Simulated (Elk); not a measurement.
Elk run on Co₂As (P-6m2, 3 atoms in the cell): self-consistent single point

Computed with PBEsol, all-electron FP-LAPW, Elk's shipped species files, APW+lo basis with extra local orbitals in Elk.

Input:

```
tasks
  0

xctype
  22

spinpol
  .true.

reducebf
  0.8

rgkmax
  7.5

gmaxvr
  14.0

nxlo
  2

lorbcnd
  .true.

rmtscf
  0.82

lmaxi
  3

nempty
  10

swidth
  0.00367493

maxscl
  100

scale
  7.274361198

avec
    1.0000000000   -0.0000000102    0.0000000000
   -0.4999999911    0.8660254089    0.0000000000
    0.0000000000    0.0000000000    0.7050006625

sppath
  './'

atoms
  2
  'Co.in'
  2
  0.6666666667  0.3333333333  0.0000000000    0.0 0.0 -0.75
  0.3333333333  0.6666666667  0.5000000000    0.0 0.0 -0.75
  'As.in'
  1
  0.0000000000  0.0000000000  0.5000000000    0.0 0.0 0.0

ngridk
  7 7 8
```

Output (repeated stretches shortened):

```
│ Elk code version 10.2.4 │

All units are atomic (Hartree, Bohr, etc.)

│ Ground-state run starting from atomic densities │

Lattice vectors :
   7.274361198     -0.7419848422E-07   0.000000000
  -3.637180534       6.299781631       0.000000000
   0.000000000       0.000000000       5.128429464

Unit cell volume      :    235.0199564
Brillouin zone volume :    1.055443194

Muffin-tin inner radius fraction :   0.1000000000E-01

Nuclei treated as point charges

Species :    1 (Co)
 parameters loaded from : Co.in
 name : cobalt
 nuclear charge    :   -27.00000000
 electronic charge :    27.00000000
 atomic mass :    107428.6517
 muffin-tin radius :    1.968000000
 number of radial points in muffin-tin :    497
 atomic positions (lattice), magnetic fields (Cartesian) :
   1 :   0.66666667  0.33333333  0.50000000    0.00000000  0.00000000 -0.75000000
   2 :   0.33333333  0.66666667  0.00000000    0.00000000  0.00000000 -0.75000000

Species :    2 (As)
 parameters loaded from : As.in
 name : arsenic
 nuclear charge    :   -33.00000000
 electronic charge :    33.00000000
 atomic mass :    136573.7219
 muffin-tin radius :    1.968000000
 number of radial points in muffin-tin :    497
 atomic positions (lattice), magnetic fields (Cartesian) :
   1 :   0.00000000  0.00000000  0.00000000    0.00000000  0.00000000  0.00000000

Total number of atoms per unit cell :    3

Spin treatment :
 spin-polarised
 global magnetic field (Cartesian) :    0.000000000       0.000000000       0.000000000
 collinear magnetisation in z-direction

Number of Bravais lattice symmetries :   24
Number of crystal symmetries         :   12
Crystal has no inversion symmetry
Complex Hermitian eigensolver will be used

k-point grid :      7     7     8
k-point offset :    0.000000000       0.000000000       0.000000000
k-point set is reduced with full crystal symmetry group
Total number of k-points :       60

   [... lines left out ...]
Maximum |G| for potential and density :    14.00000000
 potential will be trimmed for |G| > 2 gkmax
Constant for pseudocharge density :    7
Radial integration step length :    4

G-vector grid sizes :     35    35    24
Number of G-vectors :    10883

Maximum angular momentum used for
 APW functions                      :    8
 outer part of muffin-tin           :    6
 inner part of muffin-tin           :    3

Total nuclear charge    :   -87.00000000
Total core charge       :    42.00000000
Total valence charge    :    45.00000000
Total excess charge     :    0.000000000
Total electronic charge :    87.00000000

Effective Wigner radius, rₛ :   0.8639705914

Number of empty states         :   30
Total number of valence states :  106
Total number of core states    :   42

Conduction state local-orbitals added automatically
Total number of local-orbitals :  244

Exchange-correlation functional :     22     0     0
 PBEsol, Phys. Rev. Lett. 100, 136406 (2008)
 gradient requirement :    1
 generalised gradient approximation (GGA)

Smearing type :    3
 Fermi-Dirac
Smearing width :   0.3674930000E-02
Effective electronic temperature (K) :    1160.451112

Mixing type :    3
 Broyden mixing, J. Phys. A: Math. Gen. 17, L317 (1984)

Kohn-Sham potential initialised from atomic data
│ Self-consistent loop started │
│ Loop number : 1 │
 total energy                :     -5053.19117551
 total moment                :    2.848271945
│ Loop number : 2 │
 total energy                :     -5052.91440871
 total moment                :    2.848258346
RMS change in Kohn-Sham potential (target) :    3.283066787     (  0.1000000000E-05)
Absolute change in total energy (target)   :   0.2767668006     (  0.1000000000E-03)
│ Loop number : 3 │
 total energy                :     -5057.23270946
 total moment                :    2.929669721
RMS change in Kohn-Sham potential (target) :    3.169807891     (  0.1000000000E-05)
Absolute change in total energy (target)   :    4.249109054     (  0.1000000000E-03)
│ Loop number : 4 │
 total energy                :     -5061.24532090
 total moment                :    1.986513814
RMS change in Kohn-Sham potential (target) :    1.984443427     (  0.1000000000E-05)
Absolute change in total energy (target)   :    5.074888705     (  0.1000000000E-03)
│ Loop number : 5 │
 total energy                :     -5038.88906180
   [... lines left out ...]
 total moment                :    1.476592429
RMS change in Kohn-Sham potential (target) :   0.2691586304E-05 (  0.1000000000E-05)
Absolute change in total energy (target)   :   0.2465570378E-04 (  0.1000000000E-03)
│ Loop number : 28 │
 total energy                :     -5044.13061664
 total moment                :    1.475119133
RMS change in Kohn-Sham potential (target) :   0.2826287706E-05 (  0.1000000000E-05)
Absolute change in total energy (target)   :   0.8252609587E-04 (  0.1000000000E-03)
│ Loop number : 29 │
 total energy                :     -5044.13066461
 total moment                :    1.474957559
RMS change in Kohn-Sham potential (target) :   0.1310791549E-05 (  0.1000000000E-05)
Absolute change in total energy (target)   :   0.2734358168E-04 (  0.1000000000E-03)
│ Loop number : 30 │
 total energy                :     -5044.13062044
 total moment                :    1.474627807
RMS change in Kohn-Sham potential (target) :   0.8142807388E-06 (  0.1000000000E-05)
Absolute change in total energy (target)   :   0.3733687754E-04 (  0.1000000000E-03)
Convergence targets achieved

│ Loop number : 31 │

Energies :
 Fermi                       :     0.425655879035
 sum of eigenvalues          :     -2896.70060704
 electron kinetic            :      5135.28737422
 core electron kinetic       :      4683.09742769
 Coulomb                     :     -9979.98423854
 Coulomb potential           :     -7770.64607386
 nuclear-nuclear             :     -706.489308099
 electron-nuclear            :     -10776.3437870
 Hartree                     :      1502.84885658
 Madelung                    :     -6094.66120161
 xc potential                :     -261.315317096
 xc effective B-field        :    -0.265735269239E-01
 external B-field            :      0.00000000000
 exchange                    :     -194.683327576
 correlation                 :     -4.74590668480
 electron entropic           :    -0.453833533449E-02
 total energy                :     -5044.13063692
 (external B-field energy excluded from total)

Density of states at Fermi energy :    102.9066343
 (states/Hartree/unit cell)

Estimated indirect band gap :   0.1174110813E-02
 from k-point     60 to k-point      1
Estimated direct band gap   :   0.2128436964E-02
 at k-point     60

Charges :
 core                        :    42.00000000
 valence                     :    45.00000000
 interstitial                :    6.226670094
 muffin-tins (core leakage)
  species :    1 (Co)
   atom    1                 :    25.16929017     (  0.4388660488E-02)
   atom    2                 :    25.30884582     (  0.4438906874E-02)
  species :    2 (As)
   atom    1                 :    30.29519391     (  0.1995489350E-02)
 total in muffin-tins        :    80.77332991
 total calculated charge     :    86.98795283
 total charge                :    87.00000000
 error                       :   0.1204717321E-01

Moments :
 interstitial                :  -0.4020316605E-01
 muffin-tins
  species :    1 (Co)
   atom    1                 :   0.9352227438
   atom    2                 :   0.5924358968
  species :    2 (As)
   atom    1                 :  -0.1288719931E-01
 total in muffin-tins        :    1.514771441
 total moment                :    1.474568275

│ Self-consistent loop stopped │
```

The run converged in 31 iterations. The count includes the last loop, which Elk runs after its targets are met.

The starting cell comes from a database of computed structures (which also holds hypothetical and non-ambient phases and stackings), without a prior relaxation at this level. Its lattice was rescaled by a random factor within 2.5 % of one. The magnetic order is the one reached from the typed start; others were not searched systematically. Values depend on the basis (sphere radii, cutoffs, local orbitals), which need not be converged. The log's line on a gap gives a spacing of levels on this mesh, which the program prints for metals too.

Cost on one core of a shared machine: roughly 6 min.
